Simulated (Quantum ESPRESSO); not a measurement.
Input and output of a self-consistent single point for YHfF7 (P2_1, 18 atoms in the cell) (Quantum ESPRESSO).

Method of the run: LDA (PZ), GBRV 1.5 ultrasoft (LDA) pseudopotentials (plane waves; Quantum ESPRESSO 7.5).

The change in words: lattice scaled by 1.015. Reference geometry:
```yaml
crystal:
  lattice:
    - [6.00151, 0.00000, 0.00000]
    - [0.00000, 5.68405, 0.00000]
    - [-1.77989, 0.00000, 7.96996]
  atoms:
    - { symbol: Y, position: [0.34420, 0.80107, 0.31296] }
    - { symbol: Y, position: [0.65580, 0.30107, 0.68704] }
    - { symbol: Hf, position: [0.18795, 0.79189, 0.77461] }
    - { symbol: Hf, position: [0.81205, 0.29189, 0.22539] }
    - { symbol: F, position: [0.54341, 0.60682, 0.52330] }
    - { symbol: F, position: [0.45659, 0.10682, 0.47670] }
    - { symbol: F, position: [0.06924, 0.06895, 0.23007] }
    - { symbol: F, position: [0.93076, 0.56895, 0.76993] }
    - { symbol: F, position: [0.04624, 0.54653, 0.24061] }
    - { symbol: F, position: [0.95376, 0.04653, 0.75939] }
    - { symbol: F, position: [0.54758, 0.50852, 0.21083] }
    - { symbol: F, position: [0.45242, 0.00852, 0.78917] }
    - { symbol: F, position: [0.24244, 0.80110, 0.02294] }
    - { symbol: F, position: [0.75756, 0.30110, 0.97706] }
    - { symbol: F, position: [0.13363, 0.79490, 0.52509] }
    - { symbol: F, position: [0.86637, 0.29490, 0.47491] }
    - { symbol: F, position: [0.61809, 0.00386, 0.21476] }
    - { symbol: F, position: [0.38191, 0.50386, 0.78524] }
```

Reference input (self-consistent single point, DFT, LDA (PZ), plane waves, GBRV 1.5 ultrasoft (LDA) pseudopotentials): ecutwfc = 40 Ry; ecutrho = 320 Ry; occupations = fixed; potentials = {Y: y_lda_v1.4.uspp.F.UPF, Hf: hf_lda_v1.uspp.F.UPF, F: f_lda_v1.4.uspp.F.UPF}; K_POINTS = automatic 4 4 3 1 1 1; nbnd = 78; conv_thr = 1e-11 Ry. This run's input differs from it in these lines:

```diff
@@ -10,6 +10,6 @@
     ibrav = -12
-    celldm(1) = 11.3412177931
-    celldm(2) = 0.947102014592
-    celldm(3) = 1.360705485361
-    celldm(5) = -0.217955931238
+    celldm(1) = 11.5113366080
+    celldm(2) = 0.947102020393
+    celldm(3) = 1.360705333287
+    celldm(5) = -0.217955899376
     nat = 18
```

The program printed (abridged):

```
     Self-consistent Calculation

     iteration #  1     ecut=    40.00 Ry     beta= 0.70

     Threshold (ethr) on eigenvalues was too large:
     Diagonalizing with lowered threshold

     negative rho (up, down):  2.228E-01 0.000E+00

     total energy              =   -1185.17000013 Ry
     estimated scf accuracy    <       1.28969178 Ry

     iteration #  2     ecut=    40.00 Ry     beta= 0.70

     negative rho (up, down):  2.258E-01 0.000E+00

     total energy              =   -1185.38456058 Ry
     estimated scf accuracy    <       0.70658137 Ry

     iteration #  3     ecut=    40.00 Ry     beta= 0.70

     negative rho (up, down):  2.281E-01 0.000E+00

     total energy              =   -1185.56826528 Ry
     estimated scf accuracy    <       0.04678274 Ry

   [... 9 blocks of this kind left out ...]

     iteration # 13     ecut=    40.00 Ry     beta= 0.70

     negative rho (up, down):  2.298E-01 0.000E+00

     total energy              =   -1185.57822746 Ry
     estimated scf accuracy    <          1.3E-11 Ry

     iteration # 14     ecut=    40.00 Ry     beta= 0.70

     negative rho (up, down):  2.298E-01 0.000E+00
     End of self-consistent calculation

     highest occupied, lowest unoccupied level (ev):     1.1194    7.8090

!    total energy              =   -1185.57822746 Ry
     estimated scf accuracy    <          1.3E-12 Ry

     convergence has been achieved in  14 iterations

     negative rho (up, down):  2.298E-01 0.000E+00

     Forces acting on atoms (cartesian axes, Ry/au):

     atom    1 type  1   force =    -0.00011921    0.00442324    0.00737882
     atom    2 type  1   force =     0.00011921    0.00442324   -0.00737882
     atom    3 type  2   force =    -0.00165089   -0.00214099   -0.00176841
     atom    4 type  2   force =     0.00165089   -0.00214099    0.00176841
     atom    5 type  3   force =    -0.00683385   -0.00656247   -0.00603092
     atom    6 type  3   force =     0.00683385   -0.00656247    0.00603092
   [... lines left out ...]
     Total force =     0.067668     Total SCF correction =     0.000001
   [... lines left out ...]

     negative rho (up, down):  2.298E-01 0.000E+00
          total   stress  (Ry/bohr**3)                   (kbar)     P=      -92.48
  -0.00061077   0.00000000   0.00000060          -89.85        0.00        0.09
   0.00000000  -0.00061454   0.00000000            0.00      -90.40        0.00
   0.00000060   0.00000000  -0.00066069            0.09        0.00      -97.19

   JOB DONE.
```

The run converged in 14 iterations. Against the reference run the free energy rises by 28.2 meV/atom, the pressure goes from -4.77 to -9.25 GPa, the largest force goes from 0.234 to 0.654 eV/Å and the gap on the mesh goes from 6.964 to 6.690 eV.

The starting cell comes from a database of computed structures (which also holds hypothetical and non-ambient phases and stackings), without a prior relaxation at this level. Its lattice was rescaled by a random factor within 2.5 % of one. For this run, on top of that: lattice scaled by 1.015. Spin-orbit coupling is off. The shifted mesh does not hold Γ, so a gap read on it misses any band edge there.

Cost on one core of a shared machine: roughly 8 min.
